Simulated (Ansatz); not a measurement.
**What isotropic strain +1.00 % does to Sc**

The reference is Sc in the hcp (Mg type) structure (space group P6_3/mmc, No. 194; a = 3.275 Å, c = 5.105 Å; relaxed with 0.1 eV smearing).

It is then changed as follows: the cell is scaled by 1.0100 in all directions; the atoms relax in the strained cell.

All numbers come from PBEsol in Ansatz (plane waves to 420 eV, PAW, no spin-orbit coupling). Γ-centred 20×20×12 mesh, Fermi–Dirac width 0.1 eV.

The volume per atom increases by 0.72 Å³ to 24.43 Å³ and the space group remains P6_3/mmc (No. 194). The shortest interatomic distance increases by 0.060 bohr, from 6.003 bohr to 6.063 bohr and the energy grows by 3.7 meV/atom. The pressure (mean of the normal stresses, compression positive) goes from zero to -1.6 GPa and the band gap stays zero.

Final structure:

```yaml
crystal:
  lattice:
    - [3.30811, 0.00000, 0.00000]
    - [-1.65405, 2.86490, 0.00000]
    - [0.00000, 0.00000, 5.15617]
  atoms:
    - { symbol: Sc, position: [0.66667, 0.33333, 0.25000] }
    - { symbol: Sc, position: [0.33333, 0.66667, 0.75000] }
```

Cost of the whole job for the changed cell (relaxation, final SCF and bands): very roughly 24 core-seconds.

No phonon test of stability was made. All final runs are without spin polarisation.

Ansatz is a first-principles code.
